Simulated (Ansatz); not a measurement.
```yaml
crystal:
  lattice:
    - [14.50000, 0.00000, 0.00000]
    - [0.00000, 14.50000, 0.00000]
    - [0.00000, 0.00000, 6.73251]
  atoms:
    - { symbol: Rb, position: [0.38534, 0.38534, 0.00000] }
    - { symbol: Br, position: [0.38009, 0.38009, 0.50000] }
    - { symbol: Br, position: [0.38009, 0.61991, 0.00000] }
    - { symbol: Rb, position: [0.38534, 0.61466, 0.50000] }
    - { symbol: Br, position: [0.61991, 0.38009, 0.00000] }
    - { symbol: Rb, position: [0.61466, 0.38534, 0.50000] }
    - { symbol: Rb, position: [0.61466, 0.61466, 0.00000] }
    - { symbol: Br, position: [0.61991, 0.61991, 0.50000] }
```

All values below come from PBE (plane waves to 420 eV, PAW; Ansatz, a quantum-chemistry and plane-wave program). Mesh 1×1×46. No spin polarisation. Periodic along z alone, with about 11 Å of vacuum beside it. A hypothetical model. It keeps the symmetry and period of its start, so it need not be a minimum against all distortions. Values not marked SOC lack spin–orbit coupling.

Problem. Tabulate the two highest filled and two lowest empty levels along the axis, from the valence top.

Solution. 
| k (2π/c) | v2 (eV) | v1 (eV) | c1 (eV) | c2 (eV) |
|---|---|---|---|---|
| 0.000 | -0.04 | 0.00 | 4.34 | – |
| 0.042 | -0.04 | -0.01 | 4.35 | – |
| 0.083 | -0.05 | -0.03 | 4.38 | – |
| 0.125 | -0.06 | -0.05 | 4.42 | – |
| 0.167 | -0.08 | -0.06 | 4.49 | – |
| 0.208 | -0.08 | -0.07 | 4.56 | – |
| 0.250 | -0.08 | -0.08 | 4.65 | – |
| 0.292 | -0.09 | -0.09 | 4.75 | – |
| 0.333 | -0.09 | -0.09 | – | – |
| 0.375 | -0.09 | -0.09 | – | – |
| 0.417 | -0.10 | -0.10 | – | – |
| 0.458 | -0.10 | -0.10 | – | – |
| 0.500 | -0.10 | -0.10 | – | – |
A dash stands for levels within 1 eV of the vacuum level or above it.
